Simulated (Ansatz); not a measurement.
# Hypothetical P6_3/mmc PbI2 under a change: 2 layers

Consider PbI2 in the 2H-MoS2 type structure (space group P6_3/mmc, No. 194; a = 4.398 Å, c = 14.845 Å; a hypothetical phase, not in the database extracts checked).

The change: a free-standing slab of 2 layers (6 atoms, 3 a layer) is cut normal to the stacking axis, with 15 Å of vacuum and the in-plane cell relaxed.

Computed with plane-wave PAW DFT at the PBE-D3(BJ) level (Ansatz, an electronic-structure program, 420 eV), no SOC, earlier PAW set. Γ-centred 9×9×1 mesh, Fermi–Dirac width 0.05 eV, for the changed cell.

| quantity | base | changed | shift |
|---|---|---|---|
| layer's space group (with vacuum) | – | P-3m1 (No. 164) | – |
| shortest interatomic distance | 3.261 Å | 3.263 Å | +0.0013 Å |
| band gap (an upper bound: an edge found on the path is not a true extremum; the changed cell) | 1.99 eV | 2.22 eV | +0.238 eV |
| excess energy per area of both faces (slab less bulk energy over the cell's area: twice a surface energy) | – | 0.21 J/m² | – |
| thickness between the outermost nuclei | – | 11.54 Å | – |
| in-plane lattice parameter a | 4.398 Å | 4.399 Å | +0.0017 Å |

Final structure:

```yaml
crystal:
  lattice:
    - [4.39937, 0.00000, 0.00000]
    - [2.19969, 3.80997, 0.00000]
    - [0.00000, 0.00000, 26.51649]
  atoms:
    - { symbol: I, position: [0.33333, 0.33333, 0.28246] }
    - { symbol: Pb, position: [0.66667, 0.66667, 0.35985] }
    - { symbol: I, position: [0.33333, 0.33333, 0.43708] }
    - { symbol: I, position: [0.66667, 0.66667, 0.56292] }
    - { symbol: Pb, position: [0.33333, 0.33333, 0.64015] }
    - { symbol: I, position: [0.66667, 0.66667, 0.71754] }
```

The excess energy carries the mismatch between the slab's and the bulk's meshes. Spin-orbit coupling, missing from the scalar runs, can matter with I and Pb. No phonon test of stability was made.
